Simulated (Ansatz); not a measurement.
**Response to strain in Ba**

Take Ba in the fcc (Cu type) structure (space group Fm-3m, No. 225; a cell from a computed database, its experimental status unchecked; relaxed with 0.1 eV smearing) as the base.

```yaml
crystal:
  lattice:
    - [0.00000, 3.08268, 3.08268]
    - [3.08268, 0.00000, 3.08268]
    - [3.08268, 3.08268, 0.00000]
  atoms:
    - { symbol: Ba, position: [0.00000, 0.00000, 0.00000] }
```

Cartesian axes are those of the cell as printed.

Strains are applied to the cell and any free atomic positions relax; under biaxial strain the out-of-plane vector relaxes too.

All numbers come from DFT with PBEsol, PAW potentials and a 420 eV plane-wave cutoff in Ansatz (a quantum-chemistry and plane-wave program), scalar-relativistic without spin-orbit coupling.

Notes on the quantities. pressure: mean of the normal stresses, compression positive; energy relative to the base: free energy F.

| case | pressure | shortest interatomic distance | energy relative to the base |
|---|---|---|---|
| base | 0.0 GPa | 436.0 pm | 0 meV/atom |
| biaxial strain −2.70 %, plane normal [111], relaxed out of plane | 0.5 GPa | 424.2 pm | +6.5 meV/atom |
| isotropic strain −3.67 % | 1.1 GPa | 420.0 pm | +19 meV/atom |
| isotropic strain +2.74 % | -0.6 GPa | 447.9 pm | +9.9 meV/atom |
| uniaxial strain ε_zz = −3.29 % | ___ | ___ | ___ |
| uniaxial strain ε_zz = −2.70 % | 0.2 GPa | 430.1 pm | +1.3 meV/atom |
| tensor shear ε_xz = −0.40 % | 0.0 GPa | 434.2 pm | +0.1 meV/atom |

Question: Some entries are withheld; estimate them.

Answer: 
- uniaxial strain ε_zz = −3.29 %, pressure: 0.3 GPa
- uniaxial strain ε_zz = −3.29 %, shortest interatomic distance: 428.8 pm
- uniaxial strain ε_zz = −3.29 %, energy relative to the base: +2.0 meV/atom

No phonon test of stability was made. This is not the structure that Ba has at room temperature and ambient pressure.
